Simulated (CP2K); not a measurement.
# Variants of one calculation on Cs (Im-3m, 1 atom in the cell)

```xyz
1
Lattice="5.4495 0.0000 0.0000 -1.8165 5.1379 0.0000 -1.8165 -2.5689 4.4495" Properties=species:S:1:pos:R:3 pbc="T T T"
Cs     0.0000     0.0000     0.0000
```

Base run A: CP2K with PBE, GPW, DZVP-MOLOPT-SR-GTH basis, GTH-PBE potentials (GTH_POTENTIALS), self-consistent single point.

Its settings: CUTOFF = 500 Ry; REL_CUTOFF = 60 Ry; SMEAR/METHOD = FERMI_DIRAC; ELECTRONIC_TEMPERATURE = 1160.45 K; KPOINTS/SCHEME = MONKHORST-PACK 6 6 6; GAMMA_CENTERED = T; XC_FUNCTIONAL = PBE; Cs/BASIS_SET = DZVP-MOLOPT-SR-GTH-q9; Cs/POTENTIAL = GTH-PBE-q9; METHOD = GPW; EPS_DEFAULT = 1e-10; NGRIDS = 5; SCF_GUESS = ATOMIC; EPS_SCF = 1e-06; MAX_SCF = 100; ADDED_MOS = 4; MIXING/METHOD = BROYDEN_MIXING; MIXING/ALPHA = 0.2; MIXING/NBUFFER = 10.

The starting cell comes from a database of computed structures (which also holds hypothetical and non-ambient phases and stackings), without a prior relaxation at this level. Its lattice was rescaled by a random factor within 2.5 % of one. Values carry the incompleteness of an atom-centred basis.

ΔF is the free energy per atom less that of run A. 

Runs B sample the zone with one or two k-points, far too few for so small a cell.

Run A gave: pressure (GPa) -0.02; k-points 112; valence electrons 9.

Runs:
- B: 3 x 3 x 1 supercell at the zone centre alone; ADDED_MOS: 4 → 14; KPOINTS/SCHEME: MONKHORST-PACK 6 6 6 → default; GAMMA_CENTERED: T → default
- C: ELECTRONIC_TEMPERATURE: 1160.45 K → 348.14 K; KPOINTS/SCHEME: MONKHORST-PACK 6 6 6 → MONKHORST-PACK 7 7 7; GAMMA_CENTERED: T → default
- D: CUTOFF: 500 Ry → 250 Ry
- E: ELECTRONIC_TEMPERATURE: 1160.45 K → 290.11 K
- F: KPOINTS/SCHEME: MONKHORST-PACK 6 6 6 → MONKHORST-PACK 15 15 15; GAMMA_CENTERED: T → default
- G: ADDED_MOS: 4 → 2
- H: SMEAR/METHOD: FERMI_DIRAC → GAUSSIAN; ELECTRONIC_TEMPERATURE: 1160.45 K → default; SIGMA: default → 0.2 eV
- I: MIXING/BETA: default → 0.1 1/bohr
- J: XC_SMOOTH_RHO: default → NN10; XC_DERIV: default → SPLINE2_SMOOTH

Question: What does run J change against A?

Answer: The free energy goes up by 158 meV/atom and the pressure goes from -0.02 to -0.15 GPa.

Question: What does run E change against A?

Answer: The free energy goes up by 25.9 meV/atom and the pressure stays at -0.02 GPa.

```
run  ΔF (meV/atom)  pressure (GPa)  k-points  valence electrons
---  -------------  --------------  --------  -----------------
A             0.00           -0.02       112                  9
B           -268.6           -0.02         1                 81
C             13.9           -0.03       172                  9
D             0.04           -0.02       112                  9
E             25.9           -0.02       112                  9
F             -2.7           -0.02      1688                  9
G             0.00           -0.02       112                  9
H              7.9           -0.02       112                  9
I             0.00           -0.02       112                  9
J            157.6           -0.15       112                  9
```
